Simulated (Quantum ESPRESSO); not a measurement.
Sensitivity of a calculation on Al3Nb10Si3 (Fmm2, 16 atoms in the cell) to its settings

```
CELL_PARAMETERS angstrom
      0.00000     7.32344     7.34360
      2.61665     0.00000     7.34360
      2.61665     7.32344     0.00000
ATOMIC_POSITIONS crystal
  Al 0.24990 0.24990 0.25010
  Al 0.74990 0.74990 0.75010
  Al 0.66510 0.66510 0.33490
  Nb 0.22423 0.57759 0.42241
  Nb 0.57759 0.22423 0.77577
  Nb 0.77718 0.41826 0.58174
  Nb 0.41826 0.77718 0.22282
  Nb 0.27642 0.07616 0.92384
  Nb 0.07616 0.27642 0.72358
  Nb 0.72641 0.92701 0.07299
  Nb 0.92701 0.72641 0.27359
  Nb 0.74938 0.24690 0.25062
  Nb 0.24690 0.74938 0.75310
  Si 0.33467 0.33467 0.66533
  Si 0.83704 0.16390 0.83610
  Si 0.16390 0.83704 0.16296
```

Base run A: LDA (PZ), GBRV 1.5 ultrasoft (LDA) pseudopotentials (Quantum ESPRESSO 7.5), self-consistent single point.

Its settings: ecutwfc = 40 Ry; ecutrho = 320 Ry; occupations = smearing; smearing = marzari-vanderbilt; degauss = 0.019992 Ry; potentials = {Al: al_lda_v1.uspp.F.UPF, Nb: nb_lda_v1.uspp.F.UPF, Si: si_lda_v1.uspp.F.UPF}; K_POINTS = automatic 4 4 4 0 0 0; conv_thr = 1e-09 Ry.

The starting cell comes from a database of computed structures (which also holds hypothetical and non-ambient phases and stackings), without a prior relaxation at this level. Its lattice was rescaled by a random factor within 2.5 % of one. Spin polarisation is off. In the base run, with a pressure of about -16 GPa the cell is away from its equilibrium volume at this level.

ΔF is the free energy per atom less that of run A. 

Runs:
- B: degauss: 0.019992 Ry → 0.0036749 Ry
- C: conv_thr: 1e-09 Ry → 0.00073 Ry
- D: occupations: smearing → tetrahedra_opt; smearing: marzari-vanderbilt → default; degauss: 0.019992 Ry → default

```csv
run,ΔF (meV/atom),pressure (GPa),largest force (eV/Å)
A,0.00,-15.58,0.202
B,0.47,-15.61,0.218
C,0.35,-15.79,0.217
D,1.79,-15.60,0.220
```

Run C against A: The free energy is nearly the same (within 1 meV/atom), the pressure goes from -15.58 to -15.79 GPa and the largest force goes from 0.202 to 0.217 eV/Å.

Run D against A: The free energy goes up by 1.8 meV/atom, the pressure hardly changes (-15.58 to -15.60 GPa) and the largest force goes from 0.202 to 0.220 eV/Å.

Run B against A: The free energy is nearly the same (within 1 meV/atom), the pressure hardly changes (-15.58 to -15.61 GPa) and the largest force goes from 0.202 to 0.218 eV/Å.
